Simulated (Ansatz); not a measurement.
An Ansatz (a program for electronic structure) run: ZnCu; Ansatz PBE, spin-orbit coupling left out.

Input:

Ansatz 0.2 input:
```yaml
crystal:
  lattice:
    - [2.9638239803, 0, 0]
    - [0, 2.9638239803, 0]
    - [0, 0, 2.9638239803]
  atoms:
    - { symbol: Zn, position: [0.5, 0.5, 0.5] }
    - { symbol: Cu, position: [0, 0, 0] }
basis: { ecutwfc: 420, ecutrho_ratio: 4, xc_grid: 2, fft_grid_basis: typed }
kpoints: { mp_grid: { grid: [16, 16, 16] } }
hamiltonian:
  xc: pbe
  dispersion: none
  pseudopotentials: { kind: paw }
scf: { occupations: { method: fermi_dirac, width: 0.05 }, convergence: { dr2_threshold: 0.0000000002 } }
output: { forces: true, stress: true }
checkpoint: { write: state.ck, write_every: 1000 }
```

Output (explanatory and most iteration lines left out):

```
Pseudopotential: Zn, paw, valence charge 12
Pseudopotential: Cu, paw, valence charge 19
Crystal: 2 atoms, lattice volume = 26.035 Å³
Basis set: ecut = 420 eV, 485 PW (Γ), exchange–correlation on 40×40×40 points (8 copies of the dense FFT grid, shifted against one another)
Bands: 20, of which v1, the nominal top of the filled ones, is band 16 counted from 1 (15 counted from 0)
Symmetry: 48 space group operations
Space group: Pm-3m (ITA 221), of the structure as read, at distance tolerance 3.0e-5 Å
k-points: 165 of 4096
Functional: x = pbe(κ = 0.804, μ = 0.2195149727645171), c = pbe(β = 0.06672455060314922)
SCF iter   1: F=—  HF=-9944.385429 eV  |F-HF|=—  |Δ(HF+E_count)|=         —  Δρ=1.83e-3  dr2=4.83e-4  ethr=1.77e-3  ⟨swp⟩=5.6  Hψ=14166  notcnv=0
SCF iter   2: F=—  HF=-9944.386049 eV  |F-HF|=—  |Δ(HF+E_count)|=   6.20e-4  Δρ=7.73e-4  dr2=8.07e-5  ethr=1.56e-6  ⟨swp⟩=2.2  Hψ=7202  notcnv=0
SCF 1 converged in 8 iterations: F = -9944.386045 eV  dr2 = 3.76e-11
SCF converged after 8 iterations
Free energy (F): -9944.386045 eV
Internal energy: -9944.380949 eV  (E = F + TS)
E sigma→0 (E₀):  -9944.383497 eV
Entropy (-TS):   -0.005096 eV (-2.548 meV/atom)
Fermi energy:    14.148803 eV
--- Forces (eV/Å), atoms counted from 1 ---
  atom   1  Zn     0.00000000    -0.00000000     0.00000000
  atom   2  Cu    -0.00000000     0.00000000    -0.00000000
--- Stress (GPa, compression-positive) ---
       -0.001304       0.000000       0.000000
        0.000000      -0.001304      -0.000000
        0.000000       0.000000      -0.001304
  P = ⅓ Tr σ = -0.0013 GPa (-0.013 kbar)
```

No phonon test of stability was made. The final runs are not spin-polarised. The cell is ZnCu in the CsCl type structure (space group Pm-3m, No. 221).
